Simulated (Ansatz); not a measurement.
## Effort and miss along a sweep of basis.ecutwfc: GaN (P6_3mc, 8 atoms in the cell)

Cell: a = 3.1222 Å, b = 3.1222 Å, c = 10.2212 Å, α = 90.00°, β = 90.00°, γ = 120.00°.

Method of the run: PBE (plane waves, PAW; Ansatz, a quantum-chemistry and plane-wave program).

Base settings: basis.ecutwfc = 30.9 Ry; kpoints.mp_grid.grid = 6 6 2; hamiltonian.xc = pbe; hamiltonian.pseudopotentials = {kind: paw} (the program's default PAW files); scf.occupations.method = methfessel_paxton; scf.occupations.width = 0.0037 Ry.

Misses are taken against the tightest run, 61.7 Ry, which need not be fully converged itself. The energy is the free energy per atom.

The count of work is k-points × plane waves × bands × iterations; it is no time, and leaves out set-up, grids and terms that scale otherwise. 

Ansatz's pressure holds its estimate of the finite-basis (Pulay) stress, which hides part of the cutoff error; the uncorrected pressure shows it.

The starting cell was generated: these elements placed on a structure prototype, without a prior relaxation; it need not be a known phase or ordering of this composition. Its lattice was rescaled by a random factor within 2.5 % of one. In the base run, with a pressure of about 18 GPa the cell is away from its equilibrium volume at this level. Ansatz's pressure includes its estimate of the finite-basis (Pulay) stress.

```
basis.ecutwfc  energy less reference (meV/atom)  pressure less reference (GPa)  largest difference in the force on any atom (eV/Å)  uncorrected pressure less reference (GPa)  count of work / reference
-------------  --------------------------------  -----------------------------  --------------------------------------------------  -----------------------------------------  -------------------------
12.5 Ry                                13784.03                          -2.41                                               0.105                                    -613.91                       0.12
15.4 Ry                                 4524.32                          15.01                                               0.048                                    -271.51                       0.16
18.4 Ry                                 1179.30                          14.08                                               0.030                                     -93.73                       0.15
21.7 Ry                                  218.50                           0.98                                               0.026                                     -22.14                       0.24
24.6 Ry                                   56.49                          -0.30                                               0.002                                      -6.26                       0.25
27.9 Ry                                   14.61                          -0.10                                               0.001                                      -1.74                       0.29
30.9 Ry                                    4.01                           0.02                                               0.000                                      -0.50                       0.30
35.6 Ry                                    0.70                           0.02                                               0.000                                      -0.03                       0.45
40.1 Ry                                    0.39                           0.01                                               0.000                                       0.01                       0.51
46.3 Ry                                    0.19                           0.01                                               0.000                                       0.01                       0.64
54 Ry                                      0.09                           0.00                                               0.000                                       0.01                       0.81
61.7 Ry                                    0.00                           0.00                                               0.000                                       0.00                        1.0
```

Coarsest setting among those run that, with all tighter ones, holds the energy within 5 meV/atom of the reference: 30.9 Ry, off by 4.0 meV/atom; it needs 0.30 of the reference's count of work.

Coarsest setting among those run that, with all tighter ones, holds the energy within 1 meV/atom of the reference: 35.6 Ry, off by 0.70 meV/atom; it needs 0.45 of the reference's count of work.

Smallest miss in the energy for at most 0.2 times the reference's count of work: 18.4 Ry, with a miss of 1200 meV/atom at a count of 0.15.

The step from 24.6 Ry to 54 Ry: it takes the miss in the energy from 56 to 0.09 meV/atom, for 3.3 times the count of work.

Keys are those of Ansatz 0.2.
